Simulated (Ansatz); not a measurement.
The parent structure is SiC in the wurtzite structure (space group P6_3mc, No. 186; a = 3.076 Å, c = 5.048 Å). Axes: x lies along a and z along c of the hexagonal cell.

The values are results of DFT with PBEsol, PAW potentials and a 420 eV plane-wave cutoff in Ansatz (a quantum-chemistry and plane-wave program), no spin-orbit coupling, not measurements.

Strains are applied to the cell and any free atomic positions relax.

One change was made to it. Results:

```csv
quantity,base,after
band gap,2.12 eV,2.10 eV
"valence-band top at Γ (three highest levels, from the VBM)","0.00, 0.00, -0.11 eV","0.00, -0.02, -0.15 eV"
```

Q: Name the change that was made.
A) tensor shear ε_xz = +0.67 %
B) tensor shear ε_xz = +2.00 %
C) tensor shear ε_xz = +1.67 %

A: A, tensor shear ε_xz = +0.67 %. For comparison, the band gap in the other runs: tensor shear ε_xz = +2.00 % gives 2.02 eV; tensor shear ε_xz = +1.67 % gives 2.04 eV.

Whether these cells are dynamically stable was not tested.
